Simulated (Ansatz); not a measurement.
The reference is KTaO3 in the cubic perovskite structure (space group Pm-3m, No. 221).

Levels (all Ansatz, a first-principles code, PAW): PBE (420 eV, scalar-relativistic without spin-orbit coupling); r2SCAN (500 eV, no SOC); HSE06 (420 eV, no SOC); PBE+SOC (420 eV, spin-orbit coupling included).

Levels that relaxed their own cell: PBE.

Measured: band gap 3.64 eV (temperature not stated; as listed in Burak Himmetoglu, Anderson Janotti, Journal of Physics Condensed Matter (2016)).

Q: What do the calculations give for these quantities, and how do they miss?

A: 
```tsv
level	band gap
PBE	2.16 eV
r2SCAN	2.56 eV
HSE06	3.50 eV
PBE+SOC	2.02 eV
```

Computed minus measured — band gap: PBE -1.48 eV, r2SCAN -1.08 eV, HSE06 -0.14 eV, PBE+SOC -1.62 eV (closest: HSE06). Measured values not marked as corrected hold thermal and zero-point effects that the static-lattice runs lack. A measured gap can be an optical one, lowered by exciton binding. Levels without spin-orbit coupling miss its effect on the gap.

Single points use the geometry relaxed with PBE. The hybrid gap comes from the SCF mesh plus the semilocal run's edge points and a few special points and is an upper bound. Differences between runs with and without spin-orbit coupling are approximate. Spin-orbit coupling, missing from the scalar runs, can matter with Ta. Whether these cells are dynamically stable was not tested.
